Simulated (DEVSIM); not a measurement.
System: CdTe n-p junction from an implanted or diffused profile, at 400 K.

```tsv
layer (left to right)	material	thickness (μm)	Na (cm⁻³)	τn (s)	τp (s)
1	CdTe	27.0	3.8e15	3.4e-8	3.4e-8
```

Added donor profile: 3.2e17 cm⁻³ × exp(−(x − 0.039 μm)²/(2·(0.075 μm)²)). Left contact: ohmic. Right contact: ohmic. Voltage is applied to the left contact. Recombination: SRH at mid-gap, Auger. Mobility is μmin + (μ − μmin)/(1 + (N/Nref)^α).

Constants are typed, rounded textbook-type inputs, not results; the design itself was drawn at random and stands for no fabricated device. Values at 300 K; Nc and Nv go as T^1.5, mobilities as T to minus their exponent, the gap by Varshni's rule with the affinity fixed.

| parameter | CdTe |
|---|---|
| gap (eV) | 1.5 |
| affinity (eV) | 4.28 |
| permittivity | 10.2 |
| Nc (cm⁻³) | 8e17 |
| Nv (cm⁻³) | 1.8e19 |
| μn (cm²/Vs) | 1000 |
| μp (cm²/Vs) | 80 |
| μn,min | 100 |
| μp,min | 10 |
| Nref,n | 1e17 |
| Nref,p | 1e17 |
| αn | 0.6 |
| αp | 0.6 |
| T exponent of μn | 1.7 |
| T exponent of μp | 1.5 |
| Cn (cm⁶/s) | 1e-30 |
| Cp (cm⁶/s) | 1e-30 |
| Varshni α (eV/K) | 0.00031 |
| Varshni β (K) | 108 |

Simulated with DEVSIM: 1D drift-diffusion, Boltzmann statistics, complete ionisation; no tunnelling, impact ionisation, image-force lowering or self-heating.

The straggle of the profile was swept, all else fixed.

| straggle of the profile (μm) | potential step across the device at zero bias (V) |
|---|---|
| 0.022 | 1.062 |
| 0.037 | 1.098 |
| 0.052 | 1.107 |
| 0.075 | 1.113 |
| 0.1 | 1.115 |
| 0.15 | 1.116 |
| 0.22 | 1.117 |

From the first row to the last the potential step across the device at zero bias goes from 1.062 to 1.117.
